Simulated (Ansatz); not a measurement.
Defect migration in 4H silicon carbide strained by -1.5 % along x and y, z held: C vacancy, charge state +2. All values below come from PBE, PAW (plane waves to 420 eV; Ansatz, a program for electronic structure).

72-site cell at the strained lattice (strain from the relaxed PBE one, atoms relaxed), a 2×2×2 k-point mesh shifted by half a step along c, smearing 0.01 eV, spin-restricted, no finite-size correction. No zero-point or tunnelling terms. The charge state is imposed; whether it is stable for some Fermi level was not computed. Forms of the defect that were not tried may lie lower. The start lies 0.059 eV above the lowest site run (PBE).

Relaxed starting cell (atoms counted from 1):

```yaml
crystal:
  lattice:
    - [9.14303, 0.00000, 0.00000]
    - [-4.57152, 7.91810, 0.00000]
    - [0.00000, 0.00000, 10.12928]
  atoms:
    - { symbol: Si, position: [0.00033, 0.99995, 0.49752] }
    - { symbol: Si, position: [0.99979, 0.33358, 0.49923] }
    - { symbol: Si, position: [0.99979, 0.66577, 0.49923] }
    - { symbol: Si, position: [0.33343, 0.99995, 0.49752] }
    - { symbol: Si, position: [0.33343, 0.33305, 0.49752] }
    - { symbol: Si, position: [0.33276, 0.66616, 0.49922] }
    - { symbol: Si, position: [0.66722, 0.00062, 0.49922] }
    - { symbol: Si, position: [0.66760, 0.33358, 0.49923] }
    - { symbol: Si, position: [0.66721, 0.66616, 0.49922] }
    - { symbol: Si, position: [0.99068, 0.99513, 0.00329] }
    - { symbol: Si, position: [0.99936, 0.33402, 0.00099] }
    - { symbol: Si, position: [0.99935, 0.66490, 0.00099] }
    - { symbol: Si, position: [0.33825, 0.99512, 0.00329] }
    - { symbol: Si, position: [0.33825, 0.34268, 0.00329] }
    - { symbol: Si, position: [0.33497, 0.66727, 0.00060] }
    - { symbol: Si, position: [0.66610, 0.99840, 0.00060] }
    - { symbol: Si, position: [0.66847, 0.33402, 0.00099] }
    - { symbol: Si, position: [0.66610, 0.66726, 0.00061] }
    - { symbol: Si, position: [0.22240, 0.11098, 0.73413] }
    - { symbol: Si, position: [0.22120, 0.44487, 0.74851] }
    - { symbol: Si, position: [0.22120, 0.77590, 0.74851] }
    - { symbol: Si, position: [0.55747, 0.11217, 0.74850] }
    - { symbol: Si, position: [0.55748, 0.44487, 0.74851] }
    - { symbol: Si, position: [0.55573, 0.77765, 0.74893] }
    - { symbol: Si, position: [0.88851, 0.11217, 0.74851] }
    - { symbol: Si, position: [0.88906, 0.44431, 0.74914] }
    - { symbol: Si, position: [0.88851, 0.77590, 0.74851] }
    - { symbol: Si, position: [0.11041, 0.22296, 0.25047] }
    - { symbol: Si, position: [0.11085, 0.55520, 0.25031] }
    - { symbol: Si, position: [0.11041, 0.88701, 0.25047] }
    - { symbol: Si, position: [0.44636, 0.22296, 0.25047] }
    - { symbol: Si, position: [0.44516, 0.55652, 0.24967] }
    - { symbol: Si, position: [0.44517, 0.88820, 0.24967] }
    - { symbol: Si, position: [0.77817, 0.22252, 0.25031] }
    - { symbol: Si, position: [0.77816, 0.55520, 0.25031] }
    - { symbol: Si, position: [0.77685, 0.88820, 0.24967] }
    - { symbol: C, position: [0.99917, 0.99936, 0.68774] }
    - { symbol: C, position: [0.00005, 0.33332, 0.68598] }
    - { symbol: C, position: [0.00005, 0.66629, 0.68598] }
    - { symbol: C, position: [0.33401, 0.99936, 0.68774] }
    - { symbol: C, position: [0.33401, 0.33421, 0.68775] }
    - { symbol: C, position: [0.33362, 0.66659, 0.68617] }
    - { symbol: C, position: [0.66679, 0.99976, 0.68617] }
    - { symbol: C, position: [0.66708, 0.33332, 0.68598] }
    - { symbol: C, position: [0.66678, 0.66659, 0.68617] }
    - { symbol: C, position: [0.00237, 0.00097, 0.18613] }
    - { symbol: C, position: [0.00007, 0.33330, 0.18644] }
    - { symbol: C, position: [0.00006, 0.66632, 0.18644] }
    - { symbol: C, position: [0.33240, 0.00096, 0.18613] }
    - { symbol: C, position: [0.33240, 0.33099, 0.18613] }
    - { symbol: C, position: [0.33318, 0.66637, 0.18614] }
    - { symbol: C, position: [0.66700, 0.00019, 0.18614] }
    - { symbol: C, position: [0.66704, 0.33330, 0.18644] }
    - { symbol: C, position: [0.66700, 0.66637, 0.18614] }
    - { symbol: C, position: [0.22089, 0.44204, 0.93595] }
    - { symbol: C, position: [0.22088, 0.77840, 0.93595] }
    - { symbol: C, position: [0.55496, 0.11249, 0.93594] }
    - { symbol: C, position: [0.55497, 0.44204, 0.93595] }
    - { symbol: C, position: [0.55573, 0.77764, 0.93645] }
    - { symbol: C, position: [0.89133, 0.11249, 0.93595] }
    - { symbol: C, position: [0.88906, 0.44431, 0.93657] }
    - { symbol: C, position: [0.89133, 0.77840, 0.93595] }
    - { symbol: C, position: [0.11120, 0.22217, 0.43698] }
    - { symbol: C, position: [0.11123, 0.55540, 0.43679] }
    - { symbol: C, position: [0.11120, 0.88860, 0.43697] }
    - { symbol: C, position: [0.44478, 0.22217, 0.43697] }
    - { symbol: C, position: [0.44452, 0.55523, 0.43685] }
    - { symbol: C, position: [0.44452, 0.88885, 0.43685] }
    - { symbol: C, position: [0.77798, 0.22214, 0.43679] }
    - { symbol: C, position: [0.77797, 0.55540, 0.43679] }
    - { symbol: C, position: [0.77814, 0.88885, 0.43685] }
```
Cell charge +2.

End state 1 differs by these moves (Å; atoms that move under 0.08 Å are left out):

```tsv
atom	element	Δx	Δy	Δz
13	Si	-0.13	0.00	0.00
19	Si	-0.01	0.01	0.15
22	Si	-0.01	-0.01	-0.15
57	C	-3.02	0.00	0.00
```

Problem. Give the forward and backward barriers to end state 1 at the level PBE, PAW.

Solution. forward 4.98 eV, backward 4.98 eV; at the saddle point atom 57 has neighbours Si at 1.78, 2 Si at 2.13, 2 Si at 2.23 Å. The saddle point's order was not checked, and it lies on a symmetry element of the cell, where a band can be held.
